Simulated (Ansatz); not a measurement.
Results of PBEsol-D3(BJ) (Ansatz, a quantum-chemistry and plane-wave program, PAW) for CsCl-type CoAl.

Numerical settings: plane-wave cutoff 520 eV, 20×20×20 k mesh, Fermi–Dirac smearing 0.05 eV, no spin polarisation, scalar-relativistic PAW data made under PBE.

Computed points:

```
V (Å³/atom)  E − E_lowest (meV/atom)  P (GPa)
-----------  -----------------------  -------
10.254                         28.22    14.60
10.472                         12.08     9.21
10.690                          2.90     4.35
10.909                          0.00    -0.02
11.127                          2.75    -3.95
11.345                         10.58    -7.49
11.563                         23.00   -10.68
```

Question: Estimate the bulk modulus from the pressures at 10.690 and 11.127 Å³/atom, and compare it with a fit to all energies.

Answer: B = −V dP/dV. Between V = 10.690 and 11.127 Å³/atom, dP/dV = (-3.95 − (4.35))/(11.127 − 10.690) = -19.0 GPa per Å³/atom; at the midpoint 10.909 Å³/atom this gives B ≈ 207 GPa. The third-order Birch–Murnaghan fit gives V0 = 10.908 Å³/atom, B0 = 207 GPa, B′ = 4.2, which lies within 1 % of that estimate.

Measured, for comparison: bulk modulus 162 GPa, equilibrium volume per atom 11.71 Å³/atom (room temperature, no zero-point or thermal correction; as tabulated in Yamada et al. (2019), arXiv:1910.09660). Computed (rounded) less measured: bulk modulus +28 %, equilibrium volume per atom -6.8 %.

Computed values are for the static lattice.
